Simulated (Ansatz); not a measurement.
**zinc-blende AlP: the defect Bi_P**

Method: PBE, PAW (plane waves to 420 eV; Ansatz, a first-principles code). The supercell holds 64 host sites (2×2×2 repeats of the unit cell), with a 2×2×2 shifted k-point sampling for the final energies. Site at the start: the P site. Charged cells carry a point-charge image correction with potential alignment at far atoms. Dielectric constants: PBE linear response of the host. Host gap at this level: 1.63 eV. A cell of this size leaves errors of a few tenths of an eV. The semilocal functional narrows the gap, so deep levels can fall outside it. Spin–orbit coupling is left out, which matters for these heavy elements. Each state is the lowest found from its start.

| charge | moment (μB) | largest move off a lattice site (Å) | image correction with alignment (eV) |
|---|---|---|---|
| +1† | 1.0 | 0.30 | 0.33 |
| 0 | not spin-polarised | 0.25 | 0.00 |
| −1* | 1.0 | 0.26 | – |

* At this level the carrier isn't localised at the defect: at charge −1 electrons occupy the conduction band. Such a state is shallow or no state of the defect, and this cell gives it no level.

† Not settled in this cell, so no level is given: charge +1: level within 0.1 eV of a band edge or past it.
